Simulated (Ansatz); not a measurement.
The starting structures come from a database of crystals and need not be the phases stable at ambient conditions.

By PBEsol, the system below comes out a metal.

The ballistic (Sharvin) conductance counts the channels at the Fermi level: G/A = (e²/h) × channels of both spins per area.

Given:

```
CELL_PARAMETERS angstrom
      3.16464     0.00000     0.00000
      0.00000     4.34376     0.00000
      0.12765     0.00000     4.27371
ATOMIC_POSITIONS crystal
  Sb 0.04335 0.25000 0.76354
  Sb 0.95665 0.75000 0.23646
```

Space group of this cell: P2_1/m. The cell is strained (lengths along the current scaled by 0.97, ions clamped); by PBEsol its mean pressure is -1.1 GPa.

The current flows along the normal of the first two printed cell vectors. No spin-orbit coupling; the value is a mean over 0.1 eV about the Fermi level.

Task: State the ballistic conductance per area according to PBEsol (Ansatz, a program for electronic structure).

Result: 0.92 × 10¹⁵ S/m² for both spins.
